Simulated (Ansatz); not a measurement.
Base system: PtS (space group P4_2/mmc, No. 131; a = 3.475 Å, c = 6.067 Å).

Levels (all Ansatz, a first-principles code, PAW): PBEsol (420 eV, no spin-orbit coupling); r2SCAN (500 eV, no spin-orbit coupling).

The geometry is relaxed with PBEsol.

- PBEsol gap character = direct at M
- PBEsol band gap = 0.52 eV
- PBEsol electron mass = 0.82 mₑ along c, 1.4 mₑ across (at M)

Q: How does going to r2SCAN change the gap character, band gap and electron mass?

A: The gap character remains direct at M; the band gap increases by 0.363 eV, from 0.52 eV to 0.89 eV; the electron mass changes from 0.82 mₑ along c, 1.4 mₑ across (at M) to 0.81 mₑ along c, 1.4 mₑ across (at M).

Single points use the geometry relaxed with PBEsol. With Pt present, leaving out spin-orbit coupling can change the band edges. Effective masses come from finite differences of ±0.01 Å⁻¹. Stability against distortions was not tested.
